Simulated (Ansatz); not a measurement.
# Effect of B → Re on BP

The parent structure is BP in the zinc blende structure (space group F-43m, No. 216; a = 4.548 Å).

Modification: full substitution B → Re, then cell and atoms are relaxed.

Level of theory: plane-wave PAW DFT at the PBE level (Ansatz, a quantum-chemistry and plane-wave program, 420 eV), no SOC, earlier PAW set. k-mesh 15×15×15 (Γ-centred); smearing 0.05 eV (Fermi–Dirac), for the changed cell.

| quantity | base | changed | shift |
|---|---|---|---|
| volume per atom | 11.76 Å³ | 18.71 Å³ | +6.95 Å³ |
| density | 2.95 g/cm³ | 9.64 g/cm³ | +6.69 g/cm³ |
| lattice parameter a | 4.548 Å | 5.310 Å | +0.7614 Å |
| space group | F-43m (No. 216) | F-43m (No. 216) | – |
| band gap | 1.25 eV | zero | – |

Final structure:

```
CELL_PARAMETERS angstrom
      0.00000     2.65486     2.65486
      2.65486     0.00000     2.65486
      2.65486     2.65486     0.00000
ATOMIC_POSITIONS crystal
  P  0.25000 0.25000 0.25000
  Re 0.00000 0.00000 0.00000
```

Cost of the whole job for the changed cell (relaxation, final SCF and bands): roughly 60 core-seconds.

Spin-orbit coupling, missing from the scalar runs, can matter with Re. Whether these cells are dynamically stable was not tested. As relaxed here, ReP is a hypothetical phase, not in the database extracts checked. The final runs are not spin-polarised. ReP has a high density of states at the Fermi level and may be magnetic at this level.
